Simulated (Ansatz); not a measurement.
The cell is built on a prototype and need not be the phase stable at ambient conditions.

By PBEsol, the system below comes out a metal.

Without scattering a metal conducts by its projected Fermi surface.

Input:

```yaml
crystal:
  lattice:
    - [5.54923, 0.00000, 0.00000]
    - [-2.77462, 4.80578, 0.00000]
    - [2.77462, 1.60193, 2.26546]
  atoms:
    - { symbol: Mo, position: [0.50000, 0.50000, 0.00000] }
    - { symbol: Mo, position: [0.00000, 0.50000, 0.00000] }
    - { symbol: Mo, position: [0.50000, 0.00000, 0.00000] }
    - { symbol: Os, position: [0.00000, 0.00000, 0.00000] }
```

Space group of this cell: Pm-3m, Cu3Au type. The cell was relaxed by PBE-D3(BJ); by PBEsol its mean pressure is -0.9 GPa.

The current flows along the normal of the first two printed cell vectors. No spin-orbit coupling; the value is a mean over 0.1 eV about the Fermi level.

Q: Estimate the ballistic conductance per area that PBEsol in Ansatz (an electronic-structure program) returns for this system.

A: 1.7 × 10¹⁵ S/m² for both spins.
